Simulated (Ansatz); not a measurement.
Base system: CsBr in the zinc blende structure (space group F-43m, No. 216; a = 8.193 Å; a hypothetical phase, not in the database extracts checked). Axes: x, y, z lie along the cube axes.

(Cell as relaxed with PBE.)

Levels (all Ansatz, a program for electronic structure, PAW): PBE (420 eV, spin-orbit coupling left out); PBEsol (420 eV, no SOC).

Each level relaxes its own structure.

| base | PBE | PBEsol |
|---|---|---|
| volume per atom | 68.74 Å³ | 64.41 Å³ |
| lattice parameter a | 8.193 Å | 8.017 Å |
| band gap | 3.97 eV | 4.10 eV |

The change: strain tensor (xx, yy, zz, yz, xz, xy) = (−0.93, −0.04, +0.23, −0.41, +0.85, −0.65) %; the atoms relax in the strained cell.

| quantity | PBE | PBEsol |
|---|---|---|
| electron mass | 0.51 mₑ (at Γ) | (withheld) |
| band gap | 3.97 eV | (withheld) |
| shortest interatomic distance | 3.536 Å | (withheld) |
| stress (xx, yy, zz, yz, xz, xy; compression positive) | (0.06, 0.05, 0.05, 0.01, -0.03, 0.02) GPa | (withheld) |

Problem. What does PBEsol give?

Solution. 
- electron mass, PBEsol: 0.49 mₑ (at Γ)
- band gap, PBEsol: 4.11 eV
- shortest interatomic distance, PBEsol: 3.460 Å
- stress (xx, yy, zz, yz, xz, xy; compression positive), PBEsol: (0.06, 0.06, 0.06, 0.01, -0.03, 0.02) GPa

PBE's band gap lies 0.134 eV below PBEsol's; PBE's shortest interatomic distance lies 0.0753 Å above PBEsol's (2.2 %). Neither level is exact; PBEsol is the comparison here, not a measurement.

Masses are band curvatures over ±0.01 Å⁻¹ around the edge. No phonon test of stability was made.
